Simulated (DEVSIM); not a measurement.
Device: abrupt Si p-n junction, at 400 K.

| layer (left to right) | material | thickness (μm) | Nd (cm⁻³) | Na (cm⁻³) | τn (s) | τp (s) |
|---|---|---|---|---|---|---|
| 1 | Si | 0.270 | - | 1e19 | 1.8e-5 | 1.8e-5 |
| 2 | Si | 6.80 | 2.3e17 | - | 1.8e-5 | 1.8e-5 |

Left contact: ohmic. Right contact: ohmic. Voltage is applied to the left contact. Recombination: SRH at mid-gap. Mobility is μmin + (μ − μmin)/(1 + (N/Nref)^α).

Constants are typed, rounded textbook-type inputs, not results; the design itself was drawn at random and stands for no fabricated device. Values at 300 K; Nc and Nv go as T^1.5, mobilities as T to minus their exponent, the gap by Varshni's rule with the affinity fixed.

| parameter | Si |
|---|---|
| gap (eV) | 1.124 |
| affinity (eV) | 4.05 |
| permittivity | 11.7 |
| Nc (cm⁻³) | 2.86e19 |
| Nv (cm⁻³) | 3.1e19 |
| μn (cm²/Vs) | 1417 |
| μp (cm²/Vs) | 470 |
| μn,min | 52 |
| μp,min | 45 |
| Nref,n | 9.7e16 |
| Nref,p | 2.2e17 |
| αn | 0.68 |
| αp | 0.72 |
| T exponent of μn | 2.3 |
| T exponent of μp | 2.2 |
| Varshni α (eV/K) | 0.000473 |
| Varshni β (K) | 636 |

DEVSIM, 1D drift-diffusion, Boltzmann statistics, complete ionisation; no tunnelling, impact ionisation, image-force lowering or self-heating.

The thickness of layer 1 was swept, all else fixed.

| thickness of layer 1 (μm) | dark forward voltage at 100 A/cm² (V) | dark forward voltage at 1 A/cm² (V) |
|---|---|---|
| 0.054 | 0.668 | 0.505 |
| 0.095 | 0.679 | 0.516 |
| 0.16 | 0.686 | 0.523 |
| 0.27 | 0.692 | 0.528 |
| 0.46 | 0.695 | 0.532 |
| 0.81 | 0.698 | 0.535 |
| 1.4 | 0.700 | 0.536 |

From the first row to the last the dark forward voltage at 100 A/cm² goes from 0.668 to 0.700. From the first row to the last the dark forward voltage at 1 A/cm² goes from 0.505 to 0.536.
